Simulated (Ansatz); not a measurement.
**The (113) surface of germanium, 1 pair of surface atoms bonded, Si on one of 4 surface atoms, H on every dangling bond (bottom of the slab: built like the top, H on every dangling bond, free)**

The numbers are results of PBE (plane waves to 420 eV, PAW; Ansatz, a quantum-chemistry and plane-wave program), not measurements.

Slab: 36 atoms, 13.8 Å thick at the start with caps and adatoms (thin: gaps and levels are the slab's own); k 4x4x1, smearing 0.025 eV, dipole-corrected; 4 atoms held, the rest relaxed; no symmetry held; no spin, no spin-orbit, no U. In PBE it is, or lies within 0.01 eV a 1x1 cell of, the lowest of the 3 structures of its composition computed so far; larger cells were not tried.

The gap of the slab on its k-mesh comes out as 0.77 eV, the highest filled level below the top vacuum level is 4.68 eV and the energy released by relaxation is 0.88 eV. The cost is around 30 core-minutes (rough).
